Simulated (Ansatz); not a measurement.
System: GaSnSiN (model structure, started from the AlSiCN type, R3m, No. 160, 4 atoms in the cell). Method: r²SCAN (Ansatz, an electronic-structure program, plane waves, PAW).

Run with plane-wave cutoff 560 eV, 18×18×18 k mesh, Fermi–Dirac smearing 0.05 eV, scalar-relativistic PAW data made under PBE.

Cell (relaxed at this level):

```cif
data_Ga3N3Si3Sn3
_chemical_formula_sum 'Ga3 N3 Sn3 Si3'
_space_group_name_H-M_alt 'R3m :H'
_space_group_IT_number 160
_space_group_name_Hall 'R 3 -2"'
_cell_length_a 3.76434
_cell_length_b 3.76434
_cell_length_c 18.44403
_cell_angle_alpha 90.000
_cell_angle_beta 90.000
_cell_angle_gamma 120.000
loop_
_atom_site_label
_atom_site_type_symbol
_atom_site_symmetry_multiplicity
_atom_site_Wyckoff_symbol
_atom_site_fract_x
_atom_site_fract_y
_atom_site_fract_z
_atom_site_occupancy
Ga1 Ga 3 a 0.00000 0.00000 0.98910 1
N1 N 3 a 0.00000 0.00000 0.88048 1
Sn1 Sn 3 a 0.00000 0.00000 0.51035 1
Si1 Si 3 a 0.00000 0.00000 0.37004 1
```
(The calculation used a cell of 4 atoms; values per cell refer to that cell.)

### Question
Estimate the bulk modulus that the calculation returns.

### Answer

* **bulk modulus**: 86.9 GPa

The run finds no gap.

Note: the bulk modulus is −V dP/dV from two relaxed cells at ±2 % in volume; the relaxation could raise the start's symmetry but not lower it, so the cell can be a saddle point.

Spin–orbit coupling is not included; it can open a gap where bands touch, and shift volumes and moduli.

Computed values are for the static lattice.

Cost on a shared machine: very roughly 30 core-minutes.

A model structure was made by putting elements into a prototype or built by hand; it is no filed structure, need not be a known phase, and can be a saddle point held by its symmetry.
